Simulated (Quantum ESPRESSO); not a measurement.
**How a calculation on Er2SO2 (P-3m1, 5 atoms in the cell) responds to its settings**

```
Er2SO2
1.0
    3.65132     0.00000     0.00000
   -1.82566     3.16213     0.00000
    0.00000     0.00000     6.37069
Er S O
2 1 2
Direct
  0.66667   0.33333   0.71643
  0.33333   0.66667   0.28357
  0.00000   0.00000   0.00000
  0.66667   0.33333   0.37081
  0.33333   0.66667   0.62919
```
Moments meant for the start (each program seeds them in its own way; μB, in the order of the atoms Er Er S O O): 3.0 3.0 0.0 0.0 0.0.

Base run A: LDA (PZ), SSSP 1.1.2 efficiency (PBE) pseudopotentials in Quantum ESPRESSO, self-consistent single point.

Its settings: ecutwfc = 55 Ry; ecutrho = 440 Ry; occupations = smearing; smearing = gauss; degauss = 0.0036749 Ry; nspin = 2; input_dft = pz; potentials = {Er: Er.GGA-PBE-paw-v1.0.UPF, S: s_pbe_v1.4.uspp.F.UPF, O: O.pbe-n-kjpaw_psl.0.1.UPF}; K_POINTS = automatic 4 4 2 0 0 0; conv_thr = 1e-10 Ry; mixing_beta = 0.3.

The starting cell comes from a database of computed structures (which also holds hypothetical and non-ambient phases and stackings), without a prior relaxation at this level. Its lattice was rescaled by a random factor within 2.5 % of one. The magnetic order is the one reached from the typed start; others were not searched systematically. With U or open f shells several self-consistent states can exist. The f electrons are in the valence without U or exact exchange, which can misplace them near the Fermi level. Spin-orbit terms, which matter for f shells, are left out. In the base run, with a pressure of about 4 GPa the cell is away from its equilibrium volume at this level. Without a gap this mesh is coarse (it stands for a supercell whose shortest vector is 13 Å).

Absolute energies have different zeros for different potentials, functionals, Hubbard and dispersion terms and are not compared across them.

Run A gave: pressure (GPa) 3.85; largest force (eV/Å) 0.407; size of the net moment (μB/atom) 1.20.

Runs:
- B: input_dft: pz → pbesol [PBEsol]
- C: input_dft: pz → blyp [BLYP]
- D: input_dft: pz → wc [Wu-Cohen GGA]

Task: What does run B change against A?

Result: The pressure goes from 3.85 to 7.95 GPa, the largest force goes from 0.407 to 0.583 eV/Å and the size of the net moment stays at 1.20 μB/atom.

Task: What does run C change against A?

Result: The pressure goes from 3.85 to 22.06 GPa, the largest force goes from 0.407 to 0.949 eV/Å and the size of the net moment stays at 1.20 μB/atom.

| run | pressure (GPa) | largest force (eV/Å) | size of the net moment (μB/atom) |
|---|---|---|---|
| A | 3.85 | 0.407 | 1.20 |
| B | 7.95 | 0.583 | 1.20 |
| C | 22.06 | 0.949 | 1.20 |
| D | 8.41 | 0.596 | 1.20 |

Left out of this page: 2 runs of the series held back from this collection.
